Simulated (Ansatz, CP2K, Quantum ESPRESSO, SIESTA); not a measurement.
# Code comparison for KHF₂ (P1, 8 atoms in the cell)

Self-consistent single point, at a second geometry (atoms moved at random). First geometry:

```yaml
crystal:
  lattice:
    - [-2.79946, 2.79946, 3.35283]
    - [2.79946, -2.79946, 3.35283]
    - [2.79946, 2.79946, -3.35283]
  atoms:
    - { symbol: K, position: [0.75000, 0.75000, 0.00000] }
    - { symbol: K, position: [0.25000, 0.25000, 0.00000] }
    - { symbol: H, position: [0.50000, 0.00000, 0.50000] }
    - { symbol: H, position: [0.00000, 0.50000, 0.50000] }
    - { symbol: F, position: [0.35594, 0.85594, 0.21188] }
    - { symbol: F, position: [0.64406, 0.14406, 0.78812] }
    - { symbol: F, position: [0.85594, 0.64406, 0.50000] }
    - { symbol: F, position: [0.14406, 0.35594, 0.50000] }
```

Second geometry:
```yaml
crystal:
  lattice:
    - [-2.79946, 2.79946, 3.35283]
    - [2.79946, -2.79946, 3.35283]
    - [2.79946, 2.79946, -3.35283]
  atoms:
    - { symbol: K, position: [0.75802, 0.74806, 0.01864] }
    - { symbol: K, position: [0.24558, 0.25142, 0.99584] }
    - { symbol: H, position: [0.50092, 0.00917, 0.49401] }
    - { symbol: H, position: [0.00248, 0.49055, 0.49000] }
    - { symbol: F, position: [0.35851, 0.85294, 0.21858] }
    - { symbol: F, position: [0.64900, 0.14332, 0.78277] }
    - { symbol: F, position: [0.84274, 0.64863, 0.50088] }
    - { symbol: F, position: [0.14276, 0.35591, 0.49929] }
```

Shared settings, as Ansatz (a first-principles code) writes them: kpoints.mp_grid.grid = 7 7 7; scf.occupations.method = fermi_dirac; scf.occupations.width = 0.05 eV. Potentials and cutoffs stand in the table.

```tsv
code	model	ΔF from the first geometry (meV/atom)	pressure (GPa)	largest force (eV/Å)	gap on the mesh (eV)	cutoff
CP2K	LDA (Pade form), GPW, DZVP-MOLOPT-SR-GTH basis, GTH-PADE potentials (GTH_POTENTIALS)	13.9	-1.85	–	6.802	grid 550 Ry
Ansatz	LDA (PW92), default PAW files made with PBE	12.9	-2.84	1.009	6.701	default
Quantum ESPRESSO	LDA (PZ), GBRV 1.5 ultrasoft (LDA) pseudopotentials	13.9	-3.03	1.148	6.681	40 Ry
SIESTA	LDA PW92, numerical atomic orbitals DZP, PseudoDojo LDA standard norm-conserving potentials (rewritten from UPF to PSML)	14.4	-3.70	1.179	6.342	grid 400 Ry
```

Size of the force on each atom (eV/Å): Sizes of forces hide their directions.

| code | K1 | K2 | H3 | H4 | F5 | F6 | F7 | F8 |
|---|---|---|---|---|---|---|---|---|
| Ansatz | 0.186 | 0.106 | 0.528 | 0.620 | 1.009 | 0.718 | 0.819 | 0.203 |
| Quantum ESPRESSO | 0.189 | 0.107 | 0.584 | 0.812 | 1.148 | 0.771 | 0.819 | 0.092 |
| SIESTA | 0.184 | 0.116 | 0.586 | 0.962 | 1.179 | 0.752 | 0.869 | 0.184 |

A dash marks a value that a program does not give, or that is left out as unsure.

Gaps are read on the mesh.

The spread over the programs that give each value: ΔF from the first geometry within 1.5 meV/atom; pressure within 1.85 GPa; largest force within 0.170 eV/Å; gap on the mesh within 0.460 eV.

CP2K and SIESTA use small atom-centred bases, whose incompleteness enters pressures, forces and empty levels differently from a plane-wave cutoff. Ansatz's pressure is given at a fixed set of plane waves, as the other plane-wave codes print theirs; with its correction for the finite basis it is -2.17 GPa (the shift of 0.67 GPa shows how far the cutoff is from converged). The same LDA comes in different parametrisations, which differ slightly. In the pressure, CP2K (by 1.09) lies more than 1 GPa from the median of the plane-wave programs. In the gap, SIESTA (by 0.349) lies more than 0.12 eV from the median of the plane-wave programs.

The starting cell comes from a database of computed structures (which also holds hypothetical and non-ambient phases and stackings), without a prior relaxation at this level. For this run, on top of that: atoms moved at random.

Keys are those of Ansatz 0.2.
